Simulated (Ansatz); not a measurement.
ScAl3: pressure 30 GPa

Start from ScAl₃ in the Cu3Au type structure (space group Pm-3m, No. 221; a = 4.032 Å).

Perturbation: a hydrostatic pressure of 30 GPa.

Level of theory: LDA, PAW, 420 eV (Ansatz, a quantum-chemistry and plane-wave program; scalar-relativistic without spin-orbit coupling). k-mesh 12×12×12 (Γ-centred); smearing 0.05 eV (Fermi–Dirac).

The volume per atom decreases by 3.05 Å³ to 13.34 Å³ and the density grows by 0.73 g/cm³ to 3.92 g/cm³. The lattice parameter a decreases by 0.2676 Å to 3.765 Å and the enthalpy H = E + PV relative to the base's energy comes out as +2.74 eV/atom. The band gap stays zero.

Cost of the whole job for the changed cell (relaxation, final SCF and bands): roughly 30 core-seconds.

Load acts through the strain it causes; cell and atoms are relaxed under it. No phonon test of stability was made. No other phases were tried under pressure. The final runs are not spin-polarised.
